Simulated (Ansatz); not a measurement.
Fermi-surface data of AuCu (P4/mmm)

```
CELL_PARAMETERS angstrom
      2.85794     0.00000     0.00000
      0.00000     2.85794     0.00000
      0.00000     0.00000     3.48338
ATOMIC_POSITIONS crystal
  Cu 0.50000 0.50000 0.50000
  Au 0.00000 0.00000 0.00000
```

All values below come from PBEsol, rigid bands (plane waves, PAW, scalar-relativistic; Ansatz, an electronic-structure program). How the cell was made: cell and atoms relaxed with PBEsol.

* **density of states at the Fermi level**: 0.597 states/(eV·cell), both spins
* **bare Sommerfeld coefficient**: 0.70 mJ/(mol of atoms·K²)
* **Drude plasma energy**: 8.5 eV
* **root-mean-square Fermi velocity**: 1.1e6 m/s
* **resistivity times τ**: 6.7 (x), 6.7 (y), 6.9 (z) ×10⁻²² Ω·m·s

A metal at this level (no band gap); rigid bands, thermally averaged at 300 K, both spins. Spin-orbit coupling is left out, which matters with elements this heavy. τ is one relaxation time for all states.
